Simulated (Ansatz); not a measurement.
**Predicting a run: zincblende InP (F-43m), uniaxial stress along [001] (tension)**

Cell and atoms relaxed with PBEsol to each stress σ (compression positive); gaps by r2SCAN with spin-orbit coupling, rigid bands (plane waves, PAW; Ansatz, a program for electronic structure). Unloaded cell: a = 4.1564 Å, b = 4.1564 Å, c = 4.1564 Å, α = 60.00°, β = 60.00°, γ = 60.00°.

```
σ (GPa)  strain along [001] (%)  gap (eV)
-------  ----------------------  --------
0                             0     1.089
-1.00                      1.70     1.020
-5.00                      7.62     0.716
-7.00                     10.37     0.534
```

Fit E_g = 1.089 eV + aσ + bσ² and ε = cσ + dσ² to the loaded rows by least squares.

a = 0.0643 eV/GPa, b = -0.00213 eV/GPa²; c = -1.66 %/GPa, d = -0.0264 %/GPa².

One run was withheld, at σ = -3.00 GPa. Predict its gap and its strain along [001], then set them beside the run.

E_g = 1.089 + (0.0643)(-3.00) + (-0.00213)(-3.00)² = 0.877 eV and ε = (-1.66)(-3.00) + (-0.0264)(-3.00)² = 4.74 %. The run gave 0.875 eV and 4.78 %, misses of 0.002 eV and 0.04 percentage points.

Gaps are resolved to about 0.01 eV; third decimals are kept for the arithmetic. Every relaxation keeps the zincblende phase (space group I-4m2 under this load), so a transition, a distortion that breaks the symmetry or fracture can't show.
